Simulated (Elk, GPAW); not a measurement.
A GPAW input for a self-consistent single point of Au (Fm-3m, 1 atom in the cell) (DFT LDA (Perdew-Wang 92), plane waves, GPAW PAW datasets LDA (gpaw-data 1.0.1)):

```python
from ase import Atoms
from ase.units import GPa
from gpaw import GPAW

atoms = Atoms(['Au'],
              cell=[[0.000000, 2.116930, 2.116930],
                    [2.116930, 0.000000, 2.116930],
                    [2.116930, 2.116930, 0.000000]],
              scaled_positions=[[0.000000, 0.000000, 0.000000]],
              pbc=True)

calc = GPAW(mode={'name': 'pw', 'ecut': 600},
            xc='LDA',
            kpts=(13, 13, 13),
            occupations={'name': 'methfessel-paxton', 'width': 0.136, 'order': 0},
            nbands=-7,
            convergence={'forces': 0.001},
            symmetry={'symmorphic': False, 'tolerance': 0.0005},
            maxiter=100,
            txt='-')

atoms.calc = calc

energy = atoms.get_potential_energy()
print('Energy (eV):', round(energy, 6))
forces = atoms.get_forces()
print('Forces (eV/Ang):')
print(forces.round(5))
stress = atoms.get_stress()
print('Stress (GPa, Voigt):', (stress / GPa).round(4))
```

Task: Write the same calculation as an input for Elk.

Result: One input that does it (others would too):

```
tasks
  0

rgkmax
  7.5

gmaxvr
  14.0

nxlo
  2

lorbcnd
  .true.

rmtscf
  0.95

lmaxi
  3

stype
  0

swidth
  0.00499791

maxscl
  100

avec
    0.0000000000    4.0004179250    4.0004179250
    4.0004179250    0.0000000000    4.0004179250
    4.0004179250    4.0004179250    0.0000000000

sppath
  './'

atoms
  1
  'Au.in'
  1
  0.0000000000  0.0000000000  0.0000000000    0.0 0.0 0.0

ngridk
  13 13 13
```

Basis settings and potentials, where a program has them, do not carry over. This input uses DFT, LDA (PW92), all-electron FP-LAPW, Elk's shipped species files, APW+lo basis with extra local orbitals. LDA parametrisations can differ slightly between programs.

The starting cell comes from a database of computed structures (which also holds hypothetical and non-ambient phases and stackings), without a prior relaxation at this level. Its lattice was rescaled by a random factor within 2.5 % of one.
